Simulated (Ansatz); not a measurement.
BGe2P (model structure, started from the BC2N type, R3m, No. 160, 4 atoms in the cell), treated with LDA in Ansatz (plane waves, PAW).

Numerical settings: plane-wave cutoff 520 eV, 18×18×18 k mesh, Fermi–Dirac smearing 0.05 eV, scalar-relativistic PAW data made under PBE.

Cell (relaxed at this level):

```cif
data_B3Ge6P3
_chemical_formula_sum 'B3 P3 Ge6'
_space_group_name_H-M_alt 'R3m :H'
_space_group_IT_number 160
_space_group_name_Hall 'R 3 -2"'
_cell_length_a 3.55597
_cell_length_b 3.55597
_cell_length_c 17.82651
_cell_angle_alpha 90.000
_cell_angle_beta 90.000
_cell_angle_gamma 120.000
loop_
_atom_site_label
_atom_site_type_symbol
_atom_site_symmetry_multiplicity
_atom_site_Wyckoff_symbol
_atom_site_fract_x
_atom_site_fract_y
_atom_site_fract_z
_atom_site_occupancy
B1 B 3 a 0.00000 0.00000 0.99982 1
P1 P 3 a 0.00000 0.00000 0.10775 1
Ge1 Ge 3 a 0.00000 0.00000 0.50239 1
Ge2 Ge 3 a 0.00000 0.00000 0.64007 1
```
(The calculation used a cell of 4 atoms; values per cell refer to that cell.)

Q: Predict the bulk modulus B0.

A: 
- bulk modulus B0 = 105 GPa

The run finds no gap.

Note: the bulk modulus is −V dP/dV from two relaxed cells at ±2 % in volume; the relaxation could raise the start's symmetry but not lower it, so the cell can be a saddle point.

A model structure was made by putting elements into a prototype or built by hand; it is no filed structure, need not be a known phase, and can be a saddle point held by its symmetry.

Ansatz is a program for electronic structure.
